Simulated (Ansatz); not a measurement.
InSb: response to strain

Base system: InSb in the zinc blende structure (space group F-43m, No. 216; a = 6.556 Å).

Strains are applied to the cell and any free atomic positions relax.

Level of theory: r2SCAN (Ansatz, a first-principles code), without spin-orbit coupling.

| isotropic strain (%) | pressure (GPa) |
|---|---|
| -1.47 | 2.2 |
| -1.21 | ? |
| 0 | 0.0 |
| 1.15 | -1.4 |

Problem. Fit P = P₀ − Bδ with δ = (1 + ε)³ − 1 to the rows shown and predict the withheld row.

Solution. Least squares on the printed values gives P₀ = 0.1 GPa, B = 46.1 GPa (a mean over the range) (largest residual 0.1 GPa); this predicts 1.8 GPa, and the run gives 1.7 GPa, in agreement.

Stability against distortions was not tested. The final runs are not spin-polarised.
